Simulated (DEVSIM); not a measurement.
Device: abrupt Si n-p junction, at 350 K.

Layer 1 from the left is Si, thickness (μm) 13.0, Nd (cm⁻³) 1.8e18, τn (s) 1.4e-5, τp (s) 1.4e-5. Layer 2 from the left is Si, thickness (μm) 7.10, Na (cm⁻³) 1.5e14, τn (s) 1.4e-5, τp (s) 1.4e-5.

Left contact: ohmic. Right contact: ohmic. Voltage is applied to the left contact. Recombination: SRH at mid-gap, radiative. Mobility is constant in doping.

The device is made up for the run: typed textbook-type constants, with dimensions and the other settings drawn at random. Values at 300 K; Nc and Nv go as T^1.5, mobilities as T to minus their exponent, the gap by Varshni's rule with the affinity fixed.

Si: gap (eV) 1.124, affinity (eV) 4.05, permittivity 11.7, Nc (cm⁻³) 2.86e19, Nv (cm⁻³) 3.1e19, μn (cm²/Vs) 1417, μp (cm²/Vs) 470, T exponent of μn 2.3, T exponent of μp 2.2, B (cm³/s) 4.7e-15, Varshni α (eV/K) 0.000473, Varshni β (K) 636.

Question: Estimate by hand the built-in potential, the peak field at zero bias, and compare with a numerical solution.

Answer: 
- Built-in potential: ni = √(Nc Nv) exp(−Eg/2kT) = 3.78e11 cm⁻³ with Eg = 1.111 eV; Vbi = kT/q ln(Na Nd/ni²) = 0.644 V; numerical 0.644 V.
- Peak field at zero bias: depletion approximation: W = √(2εVbi/(qN)) = 2.36 μm with N = 1.50e14 cm⁻³; field = 2Vbi/W = 5470 V/cm; numerical 78700 V/cm (estimate below by 93 %).

DEVSIM, 1D drift-diffusion, Boltzmann statistics, complete ionisation; no tunnelling, impact ionisation, image-force lowering or self-heating.
